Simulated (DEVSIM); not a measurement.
Device: Ni/SiON/p-Si capacitor, at 300 K.

Layer 1 from the left is SiON, thickness (nm) 4.40. Layer 2 from the left is Si, thickness (nm) 2900, Na (cm⁻³) 3.8e16.

Metal gate on the left, work function 5.1 eV. Fixed charge at the semiconductor interface 0 cm⁻² (in units of +e); no interface traps.

The device is made up for the run: typed textbook-type constants, with dimensions and the other settings drawn at random. Values at 300 K.

SiON: gap (eV) 7, affinity (eV) 1.4, permittivity 5.5. Si: gap (eV) 1.124, affinity (eV) 4.05, permittivity 11.7, Nc (cm⁻³) 2.86e19, Nv (cm⁻³) 3.1e19.

**Question.** Estimate by hand the flat-band voltage, the threshold voltage, and compare with a numerical solution.

**Answer.** 
- Flat-band voltage: C = 1.11 μF/cm², work-function difference 0.099 V; VFB = φms − qNf/C = 0.10 V; numerical 0.10 V.
- Threshold voltage: φF = 0.390 V, depletion charge √(4εqNφF) = 9.92e-8 C/cm²; VT = VFB + 2φF + Qd/C = 0.97 V; numerical 0.97 V.

DEVSIM, 1D Poisson equation in equilibrium, Boltzmann statistics, complete ionisation; no quantum confinement or tunnelling. Metal contacts follow the ideal Schottky-Mott rule: no Fermi-level pinning, no interface dipoles.
